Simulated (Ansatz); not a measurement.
We consider antifluorite K2S, described by PBE-D4 (PAW; Ansatz, a program for electronic structure).

Run with plane-wave cutoff 520 eV, 8×8×8 k mesh, Fermi–Dirac smearing 0.01 eV, scalar-relativistic PAW data made under PBE.

Computed at the level's own relaxed cell.

```yaml
crystal:
  lattice:
    - [0.00000, 3.70053, 3.70053]
    - [3.70053, 0.00000, 3.70053]
    - [3.70053, 3.70053, 0.00000]
  atoms:
    - { symbol: K, position: [0.25000, 0.25000, 0.25000] }
    - { symbol: K, position: [0.75000, 0.75000, 0.75000] }
    - { symbol: S, position: [0.00000, 0.00000, 0.00000] }
```

Problem. List the 11 lowest band energies at Γ above −25 eV (eV, relative to the valence band maximum), grouping those that round alike.

Solution. At Γ: -12.81 (×3), -12.57 (×3), -9.61, -0.20 (×3), 2.39.
